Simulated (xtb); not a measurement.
xtb 6.7.1, GFN2-xTB: B(GeH3)(Me)(OMe) (CO[B](C)[GeH3]), 14 atoms. The geometry is a generated start, not checked to be a minimum at this level.

```json
{
 "method": "GFN2-xTB",
 "--acc": "1 (default)",
 "--etemp (K)": "300 (default)",
 "detailed input (--input)": "none: ANC optimiser, Lindh (1995) Hessian, microcycle=20, maxdispl=1.0, hlow=0.01 (default)",
 "basis_functions": "35",
 "valence_electrons": "30"
}
```

```xyz
14

B      0.0457     0.0048     0.2588
Ge    -0.1732    -1.1042     1.9457
H      0.5498    -2.4164     1.9354
H      0.2609    -0.4963     3.2476
H     -1.5775    -1.5360     2.2400
C      0.5629     1.5055     0.2155
H      1.2903     1.6820    -0.5765
H      1.0217     1.8013     1.1564
H     -0.2678     2.1910     0.0390
O     -0.3255    -0.7055    -0.7998
C     -0.3402    -0.2984    -2.1494
H      0.4508    -0.8297    -2.6831
H     -1.3066    -0.5763    -2.5756
H     -0.1913     0.7780    -2.2540
```

The structure is relaxed from this start with --opt LEVEL for the levels crude, sloppy, loose, lax, normal, tight, vtight, extreme, once each. Up to the end of the extreme run atoms move by at most 1.2 Å along an axis.

Problem. What is the loosest level that ends within 5 meV of the extreme run, and how many cycles does it take?

Solution. tight: 59 cycles against 80, ending 0.82 meV above.

```tsv
level	cycles	energy above the extreme run (meV)	gradient norm (eV/Å)
crude	1	21	0.076
sloppy	1	21	0.076
loose	1	21	0.076
lax	1	21	0.076
normal	2	21	0.022
tight	59	0.82	0.013
vtight	77	under 0.01	0.0028
extreme	80	—	0.0019
```
